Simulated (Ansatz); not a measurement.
## B2O3, element substitutions

Take B2O3 (space group Cmc2_1, No. 36; a = 7.826 Å, b = 4.624 Å, c = 4.134 Å; a cell from a computed database, its experimental status unchecked) as the base.

Each row replaces one element on all its sites; cell and atoms are relaxed.

Level of theory: DFT with PBEsol, PAW potentials and a 420 eV plane-wave cutoff in Ansatz (an electronic-structure program), scalar-relativistic without spin-orbit coupling.

| change | density | band gap | shortest interatomic distance |
|---|---|---|---|
| base | 3.09 g/cm³ | 8.42 eV | 1.381 Å |
| B → Al | 2.55 g/cm³ | 4.18 eV | 1.686 Å |
| O → N | ? | zero | ? |
| O → Se | 5.10 g/cm³ | 1.60 eV | 2.017 Å |

### Question
Some entries are withheld; estimate them.

### Answer

- O → N, density: 2.73 g/cm³
- O → N, shortest interatomic distance: 1.503 Å

Stability against distortions was not tested. As relaxed here, B2N3 and B2Se3 are hypothetical phases, not in the database extracts checked. For Al2O3 in this form, whether it has been made was not checked. All final runs are without spin polarisation.
